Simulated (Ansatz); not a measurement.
TiO2, treated with HSE06 (plane waves, PAW; Ansatz, a quantum-chemistry and plane-wave program).

Run with plane-wave cutoff 520 eV, 6×6×6 k mesh, Fermi–Dirac smearing 0.03 eV, no spin polarisation, scalar-relativistic PAW data made under PBE.

Starting structure:

```xyz
12
Lattice="4.5454 0.0000 0.0000 0.0000 5.5196 0.0000 0.0000 0.0000 4.9092" Properties=species:S:1:pos:R:3 pbc="T T T"
Ti     2.2727     3.7146     3.6819
Ti     2.2727     1.8050     1.2273
Ti     0.0000     4.5648     1.2273
Ti     0.0000     0.9548     3.6819
O      3.3115     3.4127     0.3994
O      1.2338     2.1069     4.5098
O      3.5065     4.8668     2.8540
O      1.0388     0.6529     2.0552
O      1.0388     4.8668     4.5098
O      3.5065     0.6529     0.3994
O      1.2338     3.4127     2.0552
O      3.3115     2.1069     2.8540
```

Into what structure does the relaxation of cell and atoms lead at this level, with the symmetry of the start kept?

The volume decreases by 1.5 %; final space group Pbcn.
```xyz
12
Lattice="4.5316 0.0000 0.0000 0.0000 5.4877 0.0000 0.0000 0.0000 4.8775" Properties=species:S:1:pos:R:3 pbc="T T T"
Ti     2.2658     3.7058     3.6581
Ti     2.2658     1.7819     1.2194
Ti     0.0000     4.5258     1.2194
Ti     0.0000     0.9619     3.6581
O      3.2998     3.3943     0.3946
O      1.2318     2.0934     4.4828
O      3.4975     4.8373     2.8334
O      1.0340     0.6504     2.0441
O      1.0340     4.8373     4.4828
O      3.4975     0.6504     0.3946
O      1.2318     3.3943     2.0441
O      3.2998     2.0934     2.8334
```

Note: the relaxation could not lower the start's symmetry, so the cell can be a saddle point above a distorted one.
